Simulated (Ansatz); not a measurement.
Base system: NiSi (space group Pnma, No. 62; a = 5.123 Å, b = 3.342 Å, c = 5.568 Å; non-magnetic).

Calculations: Ansatz (an electronic-structure program) r2SCAN, without spin-orbit coupling, earlier PAW set.

Before the change:

| Property | Value |
|---|---|
| Shortest interatomic distance | 2.265 Å |
| Band gap | zero |

The change: a hydrostatic pressure of 0.7 GPa.

Problem. Predict the new shortest interatomic distance and band gap.

Solution. The shortest interatomic distance falls by 0.002 Å to 2.263 Å; the band gap is still zero.

Load acts through the strain it causes; cell and atoms are relaxed under it. Whether these cells are dynamically stable was not tested. Seeded moments were not kept for the base. The final runs are not spin-polarised.
